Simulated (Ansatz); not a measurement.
Results of r²SCAN+rVV10 (PAW; Ansatz, a first-principles code) for C11b MoSi2.

Settings: plane-wave cutoff 560 eV, 24×24×24 k mesh, Fermi–Dirac smearing 0.05 eV, no spin polarisation, scalar-relativistic PAW data made under PBE.

Computed points:

| V (Å³/atom) | E − E_lowest (meV/atom) | P (GPa) |
|---|---|---|
| 12.767 | 15.77 | 9.86 |
| 13.033 | 3.80 | 4.66 |
| 13.299 | 0.00 | 0.00 |
| 13.565 | 3.54 | -4.19 |
| 13.831 | 13.65 | -7.94 |

**Question.** Estimate the bulk modulus from the pressures at 13.033 and 13.565 Å³/atom, and compare it with a fit to all energies.

**Answer.** B = −V dP/dV. Between V = 13.033 and 13.565 Å³/atom, dP/dV = (-4.19 − (4.66))/(13.565 − 13.033) = -16.6 GPa per Å³/atom; at the midpoint 13.299 Å³/atom this gives B ≈ 221 GPa. The third-order Birch–Murnaghan fit gives V0 = 13.299 Å³/atom, B0 = 221 GPa, B′ = 4.4, which lies within 1 % of that estimate.

Shape and atoms are relaxed at each volume.

Measured, for comparison: bulk modulus 222 ± 2 GPa (room temperature, no zero-point or thermal correction, B' = 4; as tabulated in Structural stability of MoSi2 and Mo5Si3 under high pressure, Chin. Phys. B 26 …). Computed (rounded) less measured: bulk modulus -0.5 % (inside the measured uncertainty).

Note: the bulk modulus comes from volumes at which shape and atoms were relaxed.

Computed values are for the static lattice.

Computing time: around 20 core-minutes (rough).
